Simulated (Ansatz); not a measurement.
An Ansatz (an electronic-structure program) run: MoS2 with a change (biaxial strain −1.01 %, plane normal [001], relaxed out of plane); Ansatz, r2SCAN+rVV10, PAW, cutoff 500 eV, without spin-orbit coupling.

Input:

Ansatz 0.2 input:
```yaml
crystal:
  lattice:
    - [3.1409514906, 0, 0]
    - [1.5704757453, 2.720143783, 0]
    - [0, 0, 12.4993765019]
  atoms:
    - { symbol: Mo, position: [0.3333333333, 0.3333333333, 0.25] }
    - { symbol: Mo, position: [0.6666666667, 0.6666666667, 0.75] }
    - { symbol: S, position: [0.3333333333, 0.3333333333, 0.6249053092] }
    - { symbol: S, position: [0.6666666667, 0.6666666667, 0.1249053092] }
    - { symbol: S, position: [0.6666666667, 0.6666666667, 0.3750946908] }
    - { symbol: S, position: [0.3333333333, 0.3333333333, 0.8750946908] }
basis: { ecutwfc: 500, ecutrho_ratio: 4, xc_grid: 4, fft_grid_basis: typed }
kpoints: { mp_grid: { grid: [12, 12, 3] } }
hamiltonian:
  xc: r2scan
  dispersion: rvv10
  pseudopotentials: { kind: paw }
scf: { occupations: { method: fermi_dirac, width: 0.05 } }
relax: { f_tol: 0.005, max_steps: 50, cell: { stress_tol: 0.01, fix: [a, b, gamma] } }
output: { forces: true, stress: true }
checkpoint: { write: state.ck, write_every: 1000 }
```

Output (explanatory and most iteration lines left out):

```
Relaxation: its limit of steps is 50 (relax.max_steps)
Pseudopotential: Mo, paw, valence charge 14
Pseudopotential: S, paw, valence charge 6
Crystal: 6 atoms, lattice volume = 106.793 Å³
Basis set: ecut = 500 eV, 2697 PW (Γ), exchange–correlation on 96×96×384 points (64 copies of the dense FFT grid, shifted against one another)
Bands: 32, of which v1, the nominal top of the filled ones, is band 26 counted from 1 (25 counted from 0)
Symmetry: 24 space group operations
Space group: P63/mmc (ITA 194), of the structure as read, at distance tolerance 4.7e-5 Å
k-points: 38 of 432
Functional: x = r2scan, c = r2scan + rvv10(b = 11.95, C = 0.0093); τ floored in thin density (d = 2e-4 eV/Å³)
SCF iter   1: F=—  HF=-13559.090485 eV  |F-HF|=—  |Δ(HF+E_count)|=         —  Δρ=1.06e-2  dr2=1.57e-1  dr2_τ=1.04e-1  ethr=1.77e-3  ⟨swp⟩=6.9  Hψ=5492  notcnv=0
SCF iter   2: F=—  HF=-13559.171270 eV  |F-HF|=—  |Δ(HF+E_count)|=   8.08e-2  Δρ=5.28e-3  dr2=1.30e-2  dr2_τ=5.21e-3  ethr=3.02e-4  ⟨swp⟩=3.0  Hψ=2447  notcnv=0  defer=20
SCF 1 converged in 7 iterations: F = -13559.178110 eV  dr2 = 2.01e-8
relax step   1: F+E_penalty+E_count = -13559.17811021 eV  Δ(F+E_penalty+E_count) = +0.000e0 eV  max|allowed force component| = 5.667e-2 eV/Å  Δτ_max = 0.0000 Å  P = +2.274 GPa  Ω = 106.793 Å³  fix = [a, b, gamma]  reactions: a +3.183, b +3.183 GPa  (7 SCF iters, dr2 threshold 1.00e-7 eV, accepted)
[... steps on the carried basis left out ...]
relax step   3: F+E_penalty+E_count = -13559.17845100 eV  Δ(F+E_penalty+E_count) = -8.615e-5 eV  max|allowed force component| = 2.690e-4 eV/Å  Δτ_max = 0.0033 Å  P = +2.012 GPa  Ω = 106.713 Å³  energy of the carried Pulay correction = +1.919e-5 eV  fix = [a, b, gamma]  reactions: a +3.021, b +3.021 GPa  (5 SCF iters, dr2 threshold 1.11e-7 eV, accepted)
Crystal: 6 atoms, lattice volume = 106.713 Å³
SCF iter   1: F=—  HF=-13559.178427 eV  |F-HF|=—  |Δ(HF+E_count)|=         —  Δρ=5.52e-6  dr2=4.41e-8  dr2_τ=4.11e-9  ethr=1.13e-7  ⟨swp⟩=3.7  Hψ=9271  notcnv=0
SCF iter   2: F=—  HF=-13559.178427 eV  |F-HF|=—  |Δ(HF+E_count)|=   2.80e-7  Δρ=3.48e-6  dr2=1.78e-8  dr2_τ=1.11e-9  ethr=8.47e-11  ⟨swp⟩=2.9  Hψ=2501  notcnv=0
SCF 4 converged in 6 iterations: F = -13559.178427 eV  dr2 = 1.60e-12
SCF converged after 6 iterations
Free energy (F): -13559.178427 eV
Internal energy: -13559.178427 eV  (E = F + TS)
E sigma→0 (E₀):  -13559.178427 eV
Entropy (-TS):   -0.000000 eV (-0.000 meV/atom)
Fermi energy:    11.238043 eV
--- Forces (eV/Å), atoms counted from 1 ---
  atom   1  Mo     0.00000000     0.00000000    -0.00000000
  atom   2  Mo     0.00000000    -0.00000000     0.00000000
  atom   3  S      0.00000000     0.00000000     0.00028324
  atom   4  S     -0.00000000    -0.00000000     0.00028324
  atom   5  S     -0.00000000     0.00000000    -0.00028324
  atom   6  S     -0.00000000     0.00000000    -0.00028324
--- Stress (GPa, compression-positive) ---
        3.021397       0.000000      -0.000000
        0.000000       3.021397       0.000000
       -0.000000       0.000000      -0.005088
  P = ⅓ Tr σ = 2.0126 GPa (20.126 kbar)
--- Relaxed structure (3 steps of the walk, 3 accepted, 1 SCFs on fresh bases) ---
  cell:  # Å, volume = 106.7133 Å³
    - [3.1409514906495373, -1.7235632917034878e-96, -3.400086509507735e-34]
    - [1.5704757453247686, 2.7201437829571, -3.739842215581822e-20]
    - [-1.3530601013064212e-33, -1.718500919074177e-19, 12.490089173781467]
  atoms:
    - { symbol: Mo, position: [0.3333333333333334, 0.33333333333333337, 0.25] }
    - { symbol: Mo, position: [0.6666666666666669, 0.6666666666666667, 0.7499999999999999] }
    - { symbol: S, position: [0.3333333333333334, 0.33333333333333337, 0.624597105438386] }
    - { symbol: S, position: [0.6666666666666669, 0.6666666666666667, 0.12459710543838605] }
    - { symbol: S, position: [0.6666666666666669, 0.6666666666666667, 0.3754028945616139] }
    - { symbol: S, position: [0.3333333333333334, 0.33333333333333337, 0.8754028945616139] }
```

Stability against distortions was not tested. The cell was made from MoS2 in the 2H-MoS2 type structure (space group P6_3/mmc, No. 194; layered, stacked along the Cartesian z axis) by this change: biaxial strain −1.01 %, plane normal [001], relaxed out of plane.
